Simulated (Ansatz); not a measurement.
The reference is Ti3Al (space group P6_3/mmc, No. 194; a = 5.688 Å, c = 4.608 Å). Axes: x lies along a and z along c of the hexagonal cell.

Calculations: PBEsol (Ansatz, a first-principles code, PAW, spin-orbit coupling left out).

For the base:

The volume per atom is 16.14 Å³ and the pressure is 0.0 GPa. The band gap is zero.

Perturbation: biaxial strain +3.29 %, plane normal [001], relaxed out of plane (Cartesian); in-plane vectors clamped, the third vector and the atoms free.

### Question
How does this affect the volume per atom?

### Answer
The volume per atom grows by 0.71 Å³ to 16.85 Å³.

### Question
Predict the new pressure.

### Answer
The pressure (mean of the normal stresses, compression positive) goes from zero to -4.5 GPa.

### Question
What does the calculation give for the energy relative to the base after the change?

### Answer
The energy grows by 24 meV/atom.

### Question
How does this affect the band gap?

### Answer
The band gap remains zero.

No phonon test of stability was made. All final runs are without spin polarisation.
